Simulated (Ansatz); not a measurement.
**A computed series for HfO2: response to strain**

The parent structure is HfO2 in the fluorite structure (space group Fm-3m, No. 225).

```yaml
crystal:
  lattice:
    - [0.00000, 2.52188, 2.52188]
    - [2.52188, 0.00000, 2.52188]
    - [2.52188, 2.52188, 0.00000]
  atoms:
    - { symbol: Hf, position: [0.00000, 0.00000, 0.00000] }
    - { symbol: O, position: [0.25000, 0.25000, 0.25000] }
    - { symbol: O, position: [0.75000, 0.75000, 0.75000] }
```

Cartesian axes are those of the cell as printed.

Strains are applied to the cell and any free atomic positions relax; under biaxial strain the out-of-plane vector relaxes too.

Computed with Ansatz (a first-principles code), PBEsol, PAW, cutoff 420 eV, spin-orbit coupling left out.

Notes on the quantities. energy relative to the base: free energy F.

```json
[
 {"biaxial strain, plane normal [001], relaxed out of plane (%)": "0", "energy relative to the base (meV/atom)": "0.0"},
 {"biaxial strain, plane normal [001], relaxed out of plane (%)": "0.5", "energy relative to the base (meV/atom)": "1.1"},
 {"biaxial strain, plane normal [001], relaxed out of plane (%)": "1", "energy relative to the base (meV/atom)": "4.2"},
 {"biaxial strain, plane normal [001], relaxed out of plane (%)": "1.5", "energy relative to the base (meV/atom)": "?"},
 {"biaxial strain, plane normal [001], relaxed out of plane (%)": "2", "energy relative to the base (meV/atom)": "16.6"},
 {"biaxial strain, plane normal [001], relaxed out of plane (%)": "2.5", "energy relative to the base (meV/atom)": "25.7"}
]
```

Q: Fit ΔE = Aε² + Bε³ (ε in %) to the rows shown and predict the withheld row.

A: Least squares on the printed values gives A = 4.29 and B = -0.072 meV/atom (largest residual 0.0 meV/atom); this predicts 9.4 meV/atom, and the run gives 9.4 meV/atom, in agreement.

Whether these cells are dynamically stable was not tested. This is not the structure that HfO2 has at room temperature and ambient pressure.
